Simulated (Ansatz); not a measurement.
# A computed series for Mg2Ge: response to strain

The reference is Mg₂Ge in the anti-fluorite structure (space group Fm-3m, No. 225; a = 6.286 Å).

Strains are applied to the cell and any free atomic positions relax.

The values are results of DFT with LDA, PAW potentials and a 420 eV plane-wave cutoff in Ansatz (a first-principles code), no spin-orbit coupling, not measurements.

Candidates:
(a) isotropic strain +3.00 %
(b) isotropic strain +1.50 %
(c) isotropic strain +2.00 %

Notes on the quantities. energy relative to the base: free energy F.

### Question
Order them by energy relative to the base, lowest first.

### Answer
(b) isotropic strain +1.50 % (+7.0 meV/atom), (c) isotropic strain +2.00 % (+12 meV/atom), (a) isotropic strain +3.00 % (+27 meV/atom)

Stability against distortions was not tested.
